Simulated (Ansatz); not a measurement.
# A computed series for W3N4: response to strain

Base system: W3N4 (space group Pm-3m, No. 221; a = 4.2154 Å). Axes: x, y, z lie along the cube axes.

Strains are applied to the cell and any free atomic positions relax; under biaxial strain the out-of-plane vector relaxes too.

Computed with PBE, PAW, 420 eV (Ansatz, a program for electronic structure; no spin-orbit coupling).

Notes on the quantities. energy relative to the base: free energy F; pressure: mean of the normal stresses, compression positive.

| variant | energy relative to the base | shortest interatomic distance | pressure |
|---|---|---|---|
| base | 0 meV/atom | 2.108 Å | 0.0 GPa |
| biaxial strain −3.56 %, plane normal [001], relaxed out of plane | … | … | … |
| biaxial strain −2.99 %, plane normal [001], relaxed out of plane | +57 meV/atom | 2.045 Å | 20.3 GPa |
| biaxial strain +1.81 %, plane normal [001], relaxed out of plane | +17 meV/atom | 2.094 Å | -9.1 GPa |
| biaxial strain −0.37 %, plane normal [110], relaxed out of plane | +0.4 meV/atom | 2.100 Å | 1.2 GPa |
| biaxial strain −3.17 %, plane normal [111], relaxed out of plane | +21 meV/atom | 2.097 Å | 6.9 GPa |
| isotropic strain −2.39 % | +65 meV/atom | 2.057 Å | 29.5 GPa |
| uniaxial strain ε_xx = +3.17 % | +22 meV/atom | 2.108 Å | -9.3 GPa |
| tensor shear ε_xy = −3.49 % | +11 meV/atom | 2.108 Å | 0.4 GPa |
| tensor shear ε_xy = −0.65 % | +0.3 meV/atom | 2.108 Å | 0.0 GPa |

Task: What belongs in the blanks?

Result: 
- biaxial strain −3.56 %, plane normal [001], relaxed out of plane, energy relative to the base: +82 meV/atom
- biaxial strain −3.56 %, plane normal [001], relaxed out of plane, shortest interatomic distance: 2.033 Å
- biaxial strain −3.56 %, plane normal [001], relaxed out of plane, pressure: 24.7 GPa

Without a gap, meshes like the base's 11×11×11 leave anisotropic stresses uncertain by several tenths of a GPa, and small strain energies with them. Whether these cells are dynamically stable was not tested. The final runs are not spin-polarised.
